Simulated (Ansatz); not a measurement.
Take Sr in the fcc (Cu type) structure (space group Fm-3m, No. 225) as the base.

```xyz
1
Lattice="0.0000 2.9613 2.9613 2.9613 0.0000 2.9613 2.9613 2.9613 0.0000" Properties=species:S:1:pos:R:3 pbc="T T T"
Sr     0.0000     0.0000     0.0000
```

Cartesian axes are those of the cell as printed.

Calculations: Kohn–Sham DFT with the PBEsol functional, run in Ansatz (a quantum-chemistry and plane-wave program) with PAW and 420 eV plane waves, no spin-orbit coupling.

Before the change:

Pressure: 0.0 GPa
Shortest interatomic distance: 4.188 Å

It is then changed as follows: compressive biaxial strain of 3.00 % in the plane normal to [001], as in epitaxy on a mismatched substrate; the out-of-plane cell vector and the atoms relax.

Task: What happens to the pressure, energy relative to the base and shortest interatomic distance?

Result: The pressure (mean of the normal stresses, compression positive) goes from zero to 0.3 GPa; the energy goes up by 4.3 meV/atom; the shortest interatomic distance drops by 0.126 Å (4.188 Å → 4.062 Å).

No phonon test of stability was made.
